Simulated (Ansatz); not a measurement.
LaScO3 (model structure, started from the tetragonal perovskite type, P4mm, No. 99, 5 atoms in the cell) was calculated with PBEsol in Ansatz (PAW).

Numerical settings: plane-wave cutoff 500 eV, 10×10×10 k mesh, Fermi–Dirac smearing 0.05 eV, scalar-relativistic PAW data made under PBE.

Cell (relaxed at this level):

```cif
data_LaO3Sc
_chemical_formula_sum 'Sc1 La1 O3'
_space_group_name_H-M_alt 'P 1'
_space_group_IT_number 1
_cell_length_a 3.87871
_cell_length_b 3.87871
_cell_length_c 4.72863
_cell_angle_alpha 90.000
_cell_angle_beta 90.000
_cell_angle_gamma 90.000
loop_
_space_group_symop_operation_xyz
  'x, y, z'
loop_
_atom_site_label
_atom_site_type_symbol
_atom_site_fract_x
_atom_site_fract_y
_atom_site_fract_z
_atom_site_occupancy
Sc1 Sc 0.50000 0.50000 0.47505 1
La1 La 0.00000 0.00000 0.04862 1
O1 O 0.50000 0.50000 0.88972 1
O2 O 0.50000 0.00000 0.34631 1
O3 O 0.00000 0.50000 0.34631 1
```

### Question
Estimate the band gap that the calculation returns.

### Answer

- band gap: 3.77 eV (on the SCF k mesh)

Note: the relaxation could raise the start's symmetry but not lower it, so the cell can be a saddle point.

Spin–orbit coupling is not included.

It cost around 15 core-minutes (rough) of CPU time.

A model structure was made by putting elements into a prototype or built by hand; it is no filed structure, need not be a known phase, and can be a saddle point held by its symmetry.

Ansatz is a program for electronic structure.
